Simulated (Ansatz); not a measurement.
Consider interstitial Cu in anatase TiO2, charge state +1. The step: one Cu atom jumps by itself; the atom moves 3.08 Å along (0.00, 0.50, 0.25) of the unit cell; the moving atom starts with neighbours 4 O at 2.02 Å and ends with 4 O at 2.02 Å. A PBE band in Ansatz (plane-wave PAW, the Γ point alone, 108 host sites, 38 SCF runs with any check of the saddle's order, static, no finite-size correction) gives a forward barrier of 0.61 eV. The saddle point's order was not checked, and it lies on a symmetry element of the cell, where a band can be held. The charge state is imposed; whether it is stable for some Fermi level was not computed. Sites that were not tried may lie lower.

Single points at the band's start and saddle point can refine it. Rough cost of one point, in units of the band's mean SCF on the same machine:

| Level | Cost of one point |
|---|---|
| PBE, a 2×2×2 k-point mesh shifted by half a step | about 9 |
| r2SCAN at 500 eV, the Γ point alone | about 2 |

Task: Which of these move the barrier by more than 0.1 eV, and how far does each move it?

Result: Not one does. PBE, a 2×2×2 k-point mesh shifted by half a step: -0.07 eV; r2SCAN at 500 eV, the Γ point alone: +0.02 eV. Each functional is compared with PBE at the same k-points.

Ansatz is a first-principles code.
